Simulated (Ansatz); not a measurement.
# Effect of electrons 2.0×10^21 cm⁻³ on CdTe

The reference is CdTe in the zinc blende structure (space group F-43m, No. 216; a = 6.619 Å).

Now apply this change: 0.145 electrons added to each cell, a density of 2.0×10^21 cm⁻³, with a uniform compensating background at fixed cell and a 300 K Fermi–Dirac width.

Computed with PBE (Ansatz, an electronic-structure program), without spin-orbit coupling, earlier PAW set. k-mesh 20×20×20 (Γ-centred); smearing 0.0259 eV (Fermi–Dirac).

```json
[
 {"quantity": "gap between the host's bands", "base": "0.58 eV", "changed": "0.55 eV", "shift": "-0.03 eV"},
 {"quantity": "gap character", "base": "direct at Γ", "changed": "direct at Γ", "shift": "–"},
 {"quantity": "valley order (the lowest conduction-band minima on the path, energy above the VBM, named in the base's zone)", "base": "Γ 0.58 eV; L along ⟨111⟩ 1.76 eV", "changed": "Γ 0.55 eV; L along ⟨111⟩ 1.72 eV", "shift": "–"},
 {"quantity": "Fermi level relative to the doped band's edge (positive inside the band; to 0.05 eV)", "base": "–", "changed": "+1.45 eV", "shift": "–"}
]
```

Final structure:

```
CELL_PARAMETERS angstrom
      0.00000     3.30930     3.30930
      3.30930     0.00000     3.30930
      3.30930     3.30930     0.00000
ATOMIC_POSITIONS crystal
  Te 0.75000 0.75000 0.75000
  Cd 0.00000 0.00000 0.00000
```
Cell charge -0.144967.

Cost of the whole job for the changed cell (relaxation, final SCF and bands): roughly 40 core-seconds.

Charged cell with a jellium background: band edges are those of the host's band count, energies are not comparable with the neutral cell, and many-body gap narrowing is missing. With Te present, leaving out spin-orbit coupling can change the band edges. Whether these cells are dynamically stable was not tested.
